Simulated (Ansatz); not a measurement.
The starting structures come from a database of crystals and need not be the phases stable at ambient conditions.

The decay constant κ of evanescent states in the gap governs leakage through a thin film.

Given:

```
CELL_PARAMETERS angstrom
      6.66169     0.00822    -0.01547
      1.83547     8.15110     0.09801
      1.50675    -3.33741     6.78706
ATOMIC_POSITIONS crystal
  Ta 0.24940 0.00156 0.99813
  Ta 0.75060 0.99844 0.00187
  Te 0.87965 0.16957 0.33652
  Te 0.12035 0.83043 0.66348
  Te 0.96395 0.21809 0.87804
  Te 0.03605 0.78191 0.12196
  Te 0.61816 0.68441 0.85589
  Te 0.38184 0.31559 0.14411
  Te 0.45917 0.92329 0.26139
  Te 0.54083 0.07671 0.73861
  I  0.75065 0.57348 0.39825
  I  0.24935 0.42652 0.60175
```

Space group of this cell: P-1. The cell was relaxed by PBE-D3(BJ); by r2SCAN its mean pressure is 1.8 GPa.

Transport runs along the normal of the first two printed cell vectors.

The gap is the functional's own, uncorrected, and κ follows it; spin-orbit coupling is left out. Mid-gap values are interpolated between the computed energies.

Compute, with r2SCAN (Ansatz, a program for electronic structure), the band gap and the smallest decay constant κ at mid-gap.

Gap 0.47 eV on a 6×4×6 mesh; κ = 0.109 1/Å, at (-0.167, 0.250) of the in-plane reciprocal vectors. At the zone centre, at the nearest computed energy, the slowest state has κ = 0.18 1/Å.
